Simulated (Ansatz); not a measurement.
**Carrier doping in MgS**

Start from MgS in the rock salt structure (space group Fm-3m, No. 225; a = 5.182 Å).

Carriers are added at fixed cell with a uniform background; the Fermi–Dirac width is that of 300 K.

All numbers come from Ansatz (an electronic-structure program), PBEsol, PAW, cutoff 420 eV, no spin-orbit coupling.

Notes on the quantities. Fermi level from band edge: Fermi level relative to the doped band's edge (positive inside the band; to 0.05 eV).

```json
[
 {"change": "undoped", "Fermi level from band edge": "–", "gap between the host's bands": "2.73 eV"},
 {"change": "electrons 5.0×10^20 cm⁻³", "Fermi level from band edge": "+0.30 eV", "gap between the host's bands": "2.73 eV"},
 {"change": "electrons 1.0×10^21 cm⁻³", "Fermi level from band edge": "+0.45 eV", "gap between the host's bands": "2.73 eV"},
 {"change": "electrons 2.0×10^21 cm⁻³", "Fermi level from band edge": "+0.65 eV", "gap between the host's bands": "2.72 eV"},
 {"change": "electrons 3.0×10^21 cm⁻³", "Fermi level from band edge": "+0.85 eV", "gap between the host's bands": "2.72 eV"},
 {"change": "holes 5.0×10^20 cm⁻³", "Fermi level from band edge": "+0.05 eV", "gap between the host's bands": "2.74 eV"},
 {"change": "holes 1.0×10^21 cm⁻³", "Fermi level from band edge": "+0.10 eV", "gap between the host's bands": "2.76 eV"},
 {"change": "holes 2.0×10^21 cm⁻³", "Fermi level from band edge": "+0.15 eV", "gap between the host's bands": "2.80 eV"},
 {"change": "holes 3.0×10^21 cm⁻³", "Fermi level from band edge": "+0.20 eV", "gap between the host's bands": "2.84 eV"}
]
```

Carriers are added with a uniform compensating background; total energy and stress of such cells depend on the potential's zero and are not compared; many-body gap narrowing is missing at this level. No phonon test of stability was made. The base started in P3_121 and relaxed to Fm-3m at this level.
